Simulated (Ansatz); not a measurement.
## Convergence study of the k-point mesh for SnSe2 (P3m1, 3 atoms in the cell)

```
CELL_PARAMETERS angstrom
      1.89928    -3.28966     0.00000
      1.89928     3.28966     0.00000
      0.00000     0.00000     6.12158
ATOMIC_POSITIONS crystal
  Sn 0.00000 0.00000 0.00817
  Se 0.33333 0.66667 0.25000
  Se 0.66667 0.33333 0.75000
```

Method of the run: LDA (PW92), default PAW files made with PBE (plane waves; Ansatz, a quantum-chemistry and plane-wave program).

Base settings: basis.ecutwfc = 420 eV; kpoints.mp_grid.grid = 8 8 4; hamiltonian.xc = lda; hamiltonian.pseudopotentials = {kind: paw} (the program's default PAW files); scf.occupations.method = fermi_dirac; scf.occupations.width = 0.05 eV.

The second cell is the first with its lattice scaled by 0.98.

Only quantities that move along the ladder and can be compared are tabulated.

The count of work is k-points × plane waves × bands × iterations; it is no time. Core times come from one kind of shared machine, to one figure; runs under 30 s give none.

The starting cell has typed, rounded lattice constants, without a prior relaxation at this level. Its lattice was rescaled by up to half a per cent. One atom was moved a little off its site on purpose. Ansatz's pressure includes its estimate of the finite-basis (Pulay) stress.

Steps (kpoints.mp_grid.grid): 2 2 1; 2 2 2; 3 3 2; 4 4 2; 4 4 3; 5 5 3; 6 6 3; 6 6 4; 7 7 4; 8 8 4; 9 9 5; 10 10 5; 11 11 6; 12 12 7; 13 13 7; 14 14 8; 16 16 9; 18 18 10; 20 20 11; 22 22 12.

Question: What is the coarsest kpoints.mp_grid.grid that holds the pressure within 0.5 GPa of the last step, with all finer ones?

Answer: 4 4 2, at 0.014 of the last step's count of work; the step before is off by 1.3 GPa.

Question: What is the coarsest kpoints.mp_grid.grid that holds the energy of the compressed cell less the first within 2 meV/atom of the last step, with all finer ones?

Answer: 5 5 3, at 0.021 of the last step's count of work; the step before is off by 4.5 meV/atom.

Question: What is the coarsest kpoints.mp_grid.grid that holds the free energy within 5 meV/atom of the last step, with all finer ones?

Answer: 6 6 4, at 0.043 of the last step's count of work; the step before is off by 7.0 meV/atom.

```tsv
kpoints.mp_grid.grid	free energy less the last step's (meV/atom)	energy of the compressed cell less the first (meV/atom)	pressure (GPa)	largest difference of a force vector from the last step's (eV/Å)	count of work / last	core time / last (rough)
2 2 1	574.58	71.35	5.07	0.754	0.0041	–
2 2 2	595.06	83.65	6.20	0.133	0.0081	–
3 3 2	142.50	48.11	2.57	0.112	0.011	–
4 4 2	34.63	38.73	1.62	0.055	0.014	–
4 4 3	41.99	39.51	1.70	0.107	0.016	–
5 5 3	14.24	36.49	1.41	0.056	0.021	–
6 6 3	6.96	35.71	1.33	0.041	0.030	–
6 6 4	4.34	35.46	1.31	0.013	0.043	–
7 7 4	1.80	35.19	1.28	0.006	0.050	–
8 8 4	0.78	35.07	1.27	0.002	0.062	–
9 9 5	0.34	35.07	1.27	0.002	0.089	–
10 10 5	0.17	35.06	1.27	0.001	0.10	–
11 11 6	0.10	35.05	1.27	0.001	0.15	–
12 12 7	0.04	35.05	1.27	0.000	0.20	–
13 13 7	0.03	35.05	1.27	0.000	0.22	–
14 14 8	0.01	35.05	1.27	0.000	0.30	–
16 16 9	0.00	35.04	1.27	0.000	0.41	0.4
18 18 10	0.00	35.05	1.27	0.000	0.59	0.4
20 20 11	0.00	35.05	1.27	0.000	0.76	0.4
22 22 12	0.00	35.05	1.27	0.000	1.0	1
```

The energy difference between the two cells stays within 1 meV/atom of the last step's from 6 6 3 on, the total only from 8 8 4 on: much of the error is common to both cells and cancels.

Keys are those of Ansatz 0.2.
